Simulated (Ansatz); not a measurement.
The starting structures come from a database of crystals and need not be the phases stable at ambient conditions.

Inside the gap of an insulator the Bloch states are evanescent, with a wavenumber k + iκ along the transport direction.

Consider the following.

```
CELL_PARAMETERS angstrom
      5.82280     0.00000     0.00000
      0.00000     5.82280     0.00000
      2.91140    -2.91140     4.30705
ATOMIC_POSITIONS crystal
  W  0.50000 0.50000 0.00000
  W  0.75000 0.75000 0.50000
  N  0.12500 0.54999 0.25000
  N  0.54999 0.62500 0.75000
  N  0.62500 0.70001 0.25000
  N  0.70001 0.12500 0.75000
```

Space group of this cell: I-42d. The cell is taken as given; by PBEsol its mean pressure is -3.8 GPa.

Transport runs along the normal of the first two printed cell vectors, the (001) plane of the conventional cell.

No gap correction and no spin-orbit coupling; mid-gap values are interpolated between computed energies.

Problem. Give the band gap and the smallest decay constant κ at mid-gap that PBEsol (Ansatz, a quantum-chemistry and plane-wave program) yields.

Solution. Gap 0.87 eV on a 8×8×8 mesh; κ = 0.140 1/Å, at the zone centre.
